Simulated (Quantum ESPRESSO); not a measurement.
## Pressure against volume in TiO2 (space group 141) (Quantum ESPRESSO, LDA)

```xyz
6
Lattice="-1.8189 1.8189 4.5701 1.8189 -1.8189 4.5701 1.8189 1.8189 -4.5701" Properties=species:S:1:pos:R:3 pbc="T T T"
Ti     0.0000     1.8189     2.2850
Ti     0.0000     0.0000     0.0000
O      0.0000     1.8189     0.3839
O      0.0000     0.0000     7.2390
O      0.0000     0.0000     1.9011
O      0.0000     1.8189     4.1862
```

Method of the run: LDA (PZ), GBRV 1.5 ultrasoft (LDA) pseudopotentials (plane waves; Quantum ESPRESSO). Settings: ecutwfc = 65 Ry; ecutrho = 520 Ry; occupations = smearing; smearing = fd; degauss = 0.000734986 Ry; potentials = {Ti: ti_lda_v1.4.uspp.F.UPF, O: o_lda_v1.2.uspp.F.UPF}; K_POINTS = automatic 12 12 12 0 0 0; conv_thr = 1e-10 Ry; mixing_beta = 0.5. The cell above is the first row's. The rows scale it uniformly. In all rows fractional positions and the k mesh are held.

```csv
V (Å^3/atom),P (GPa)
10.0797,26.72
10.2988,19.62
10.5179,13.22
10.7370,7.46
10.9562,2.26
11.1753,-2.43
11.3944,-6.65
11.6135,-10.46
11.8327,?
```

Problem. Fit P against V with a cubic, and predict the withheld value at V = 11.8327.

Solution. With u = V - 10.8, the rows have u = -0.7203, -0.5012, -0.2821, -0.0630, 0.1562, 0.3753, 0.5944, 0.8135. Least squares gives P = 5.903 - 24.2420·u + 5.8077·u² - 0.9072·u³. Residuals (row less fit): 0.003, -0.006, -0.004, 0.006, 0.005, -0.005, -0.005, 0.003; standard error 0.007 (degrees of freedom: 4). The fitted pressure is zero at V0 = 11.06, where dP/dV = -21.42, so B0 = -V0·dP/dV = 237 GPa. At the withheld row, u = 1.0327, so P = 5.903 - 24.2420 × 1.0327 + 5.8077 × 1.0327² - 0.9072 × 1.0327³ = -13.937 GPa. The calculation gives -13.89 GPa, 0.047 GPa above the prediction (0.1 % of the range of P in the table). The row lies outside the fitted rows, so this is an extrapolation. From the scatter of the fitted rows alone, a prediction at this place has a standard error of 0.019 GPa, so the miss is 2.5 times that.

Carrying the step between the two nearest rows on in a straight line would have given -14.27, off by 0.38; series whose last step already gives the withheld value aren't shown. The scan was laid around a cell of about the measured size, scaled by a guess for this functional; axis ratios and inner coordinates come from that cell. This is a metastable polymorph. The runs keep the symmetry of the cell, so they don't test it for distortions. The shape of the cell and the inner coordinates aren't relaxed, so V0 and B0 belong to this uniform scaling; a relaxed crystal lies no higher in energy and is usually softer (forces reach 0.76 eV/Å in these rows). Cutoffs and mesh are single choices, not tested for convergence of this quantity. Series with a scatter that would blur these digits, or in which a gap closes, are not shown.
